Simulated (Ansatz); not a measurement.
Consider ZrRuP (space group Pnma, No. 62; a cell from a computed database, its experimental status unchecked).

```yaml
crystal:
  lattice:
    - [6.39979, 0.00000, 0.00000]
    - [0.00000, 3.85156, 0.00000]
    - [0.00000, 0.00000, 7.28137]
  atoms:
    - { symbol: Zr, position: [0.52134, 0.75000, 0.31889] }
    - { symbol: Zr, position: [0.47866, 0.25000, 0.68111] }
    - { symbol: Zr, position: [0.97866, 0.25000, 0.81889] }
    - { symbol: Zr, position: [0.02134, 0.75000, 0.18111] }
    - { symbol: P, position: [0.72432, 0.25000, 0.12140] }
    - { symbol: P, position: [0.27568, 0.75000, 0.87860] }
    - { symbol: P, position: [0.77568, 0.75000, 0.62140] }
    - { symbol: P, position: [0.22432, 0.25000, 0.37860] }
    - { symbol: Ru, position: [0.34989, 0.25000, 0.06068] }
    - { symbol: Ru, position: [0.65011, 0.75000, 0.93932] }
    - { symbol: Ru, position: [0.15011, 0.75000, 0.56068] }
    - { symbol: Ru, position: [0.84989, 0.25000, 0.43932] }
```

Cartesian axes are those of the cell as printed.

Computed with Ansatz (a quantum-chemistry and plane-wave program) PBEsol, spin-orbit coupling left out.

Before the change:

```
Property                           Result
-----------------------------  ----------
Shortest interatomic distance  4.508 bohr
Band gap                             zero
```

Perturbation: uniaxial stress, 3 GPa tension along z; all other stress components relax to zero.

How does this affect the energy relative to the base, shortest interatomic distance and band gap?

The energy rises by 1.5 meV/atom; the shortest interatomic distance grows by 0.005 bohr (4.508 bohr → 4.513 bohr); the band gap stays zero.

Without a gap, meshes like the base's 6×10×5 leave anisotropic stresses uncertain by several tenths of a GPa, and small strain energies with them. Load acts through the strain it causes; cell and atoms are relaxed under it. Beyond what the load breaks, stability against distortions was not tested. All final runs are without spin polarisation.
